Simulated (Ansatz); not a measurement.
We consider TmAu3 (Pmmn, No. 59), described by r²SCAN in Ansatz (plane waves, PAW).

Numerical settings: plane-wave cutoff 500 eV, 12×10×12 k mesh (along the axes of the cell as run), Fermi–Dirac smearing 0.1 eV, spin-polarised start, scalar-relativistic PAW data made under PBE.

Computed at the level's own relaxed cell.

Problem. Give the computed volume per atom.

Solution. 
- volume per atom: 19.62 Å³/atom

Note: the magnetic order was assumed, not searched for or taken from measurement; the 4f shell is treated without U or exact exchange, so its levels and filling can be wrong.

Spin–orbit coupling is not included; it can shift volumes and moduli of such heavy elements.

Static lattice: no zero-point or thermal effects.

The result took roughly 4 core-hours.

Ansatz is an electronic-structure program.
